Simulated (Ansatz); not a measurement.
## Response to strain in SiC

The parent structure is SiC in the wurtzite structure (space group P6_3mc, No. 186; a = 3.0920 Å, c = 5.0743 Å).

Strains are applied to the cell and any free atomic positions relax.

Calculations: PBE/PAW in Ansatz (a quantum-chemistry and plane-wave program), no spin-orbit coupling.

```tsv
isotropic strain (%)	band gap (eV)
-3	2.13
-2.4	2.17
-1.8	2.21
-1.2	2.24
-0.6	?
0	2.31
```

Q: Fit E_g = E₀ + Dε (ε in %) to the rows shown and predict the withheld row.

A: Least squares on the printed values gives E₀ = 2.31 eV, D = 59.5 meV per % of strain (largest residual 0.01 eV); this predicts 2.28 eV, and the run gives 2.28 eV, in agreement.

No phonon test of stability was made.
